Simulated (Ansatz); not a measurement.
Start from InSb in the zinc blende structure (space group F-43m, No. 216; a = 6.450 Å). Axes: x, y, z lie along the cube axes.

Method: Ansatz (an electronic-structure program) LDA, without spin-orbit coupling.

Strains are applied to the cell and any free atomic positions relax; under biaxial strain the out-of-plane vector relaxes too.

One change was made to it. Results:

```csv
quantity,base,after
shortest interatomic distance,2.793 Å,2.756 Å
energy relative to the base (free energy F),0 meV/atom,+13 meV/atom
"pressure (mean of the normal stresses, compression positive)",0.0 GPa,1.7 GPa
```

Question: Which of these changes matches the shifts?
A) biaxial strain −0.83 %, plane normal [111], relaxed out of plane
B) biaxial strain +1.25 %, plane normal [111], relaxed out of plane
C) biaxial strain −0.42 %, plane normal [111], relaxed out of plane
D) biaxial strain −1.25 %, plane normal [111], relaxed out of plane
E) biaxial strain −2.50 %, plane normal [111], relaxed out of plane

Answer: E, biaxial strain −2.50 %, plane normal [111], relaxed out of plane. For comparison, the energy relative to the base in the other runs: biaxial strain −0.83 %, plane normal [111], relaxed out of plane gives +1.4 meV/atom; biaxial strain −1.25 %, plane normal [111], relaxed out of plane gives +3.2 meV/atom; biaxial strain +1.25 %, plane normal [111], relaxed out of plane gives +3.1 meV/atom; biaxial strain −0.42 %, plane normal [111], relaxed out of plane gives +0.4 meV/atom.

No phonon test of stability was made. All final runs are without spin polarisation.
